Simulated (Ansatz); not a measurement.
Input and output of a relaxation of the atoms for Ca2Si (I4mm, 3 atoms in the cell) (Ansatz, a first-principles code).

Level of theory: LDA (PW92), default PAW files made with PBE (plane waves; Ansatz).

The change in words: one atom moved by 0.15 angstrom; relax: default → atoms; relax.f_tol: default → 0.1 eV/Å. Reference geometry:
```yaml
crystal:
  lattice:
    - [0.00000, 3.56731, 3.56731]
    - [3.56731, 0.00000, 3.56731]
    - [3.56731, 3.56731, 0.00000]
  atoms:
    - { symbol: Ca, position: [0.75000, 0.75000, 0.75000] }
    - { symbol: Ca, position: [0.25000, 0.25000, 0.25000] }
    - { symbol: Si, position: [0.00000, 0.00000, 0.00000] }
```

Reference input (self-consistent single point, DFT, LDA (PW92), plane waves, default PAW files made with PBE): basis.ecutwfc = 420 eV; kpoints.mp_grid.grid = 6 6 6; hamiltonian.xc = lda; hamiltonian.pseudopotentials = {kind: paw} (the program's default PAW files); scf.occupations.method = fermi_dirac; scf.occupations.width = 0.05 eV. This run's input differs from it in these lines:

Ansatz 0.2 input:
```diff
@@ -8,3 +8,3 @@
     - { symbol: Ca, position: [0.25000000, 0.25000000, 0.25000000] }
-    - { symbol: Si, position: [0.00000000, 0.00000000, 0.00000000] }
+    - { symbol: Si, position: [0.02102400, 0.02102400, -0.02102400] }
 basis:
@@ -22,2 +22,4 @@
     width: 0.05 eV
+relax:
+  f_tol: 0.1
 output:
```

Output, abridged:

```
   [... SCF lines of the steps left out ...]
relax step   1: F+E_penalty+E_count = -4155.25713332 eV  Δ(F+E_penalty+E_count) = +0.000e0 eV  max|allowed force component| = 4.926e-1 eV/Å  Δτ_max = 0.0000 Å  (6 SCF iters, dr2 threshold 1.00e-4 eV, accepted)
relax step   2: F+E_penalty+E_count = -4155.29316729 eV  Δ(F+E_penalty+E_count) = -3.603e-2 eV  max|allowed force component| = 8.061e-2 eV/Å  Δτ_max = 0.0838 Å  (4 SCF iters, dr2 threshold 1.52e-5 eV, accepted)
relax step   3: F+E_penalty+E_count = -4155.29316982 eV  Δ(F+E_penalty+E_count) = -2.535e-6 eV  max|allowed force component| = 7.997e-2 eV/Å  Δτ_max = 0.0000 Å  (3 SCF iters, accepted)
the relaxation is at rest under the 8 symmetry operations that the run kept from its start: a minimum is not shown …
Stability not checked: this state was not tested for a lower state beside it, because too few of the mixer's solves of this state at the end of the SCF gave a …
Free energy (F): -4155.293170 eV
Internal energy: -4155.292649 eV  (E = F + TS)
E sigma→0 (E₀):  -4155.292909 eV
Entropy (-TS):   -0.000521 eV (-0.174 meV/atom)
Fermi energy:    5.305074 eV
--- Forces (eV/Å), atoms counted from 1 ---
  atom   1  Ca     0.00000000    -0.00000000     0.03997367
   [... lines left out ...]
  F+E_penalty+E_count = -4155.29316982 eV   max|allowed force component| = 7.997e-2 eV/Å
  atoms:
    - { symbol: Ca, position: [0.7558737900352354, 0.7558737900352354, 0.7441262099647646] }
    - { symbol: Ca, position: [0.2558737900352353, 0.2558737900352353, 0.2441262099647647] }
    - { symbol: Si, position: [0.009276419929529307, 0.009276419929529307, -0.009276419929529307] }
```

The run converged.  The full log also holds: “iter 5 did not close the SCF: its close was put off for the readings that it lacked (scf_convergence_deferred on its scf_iter line)”.

Summary of the result:
```
Quantity                                                 Value
-----------------------------------------------  -------------
Free energy E − TS (on the zero of these files)  -4155.2932 eV
Gap on the k-point mesh                                0.49 eV
Pressure                                             -2.10 GPa
Largest force (vector length)                       0.080 eV/Å
Relaxation steps                                             3
```

The starting cell comes from a database of computed structures (which also holds hypothetical and non-ambient phases and stackings), without a prior relaxation at this level. Its lattice was rescaled by up to half a per cent. For this run, on top of that: one atom moved by 0.15 angstrom. The relaxation keeps the symmetry of its start, so its end need not be a minimum. Ansatz's pressure includes its estimate of the finite-basis (Pulay) stress.
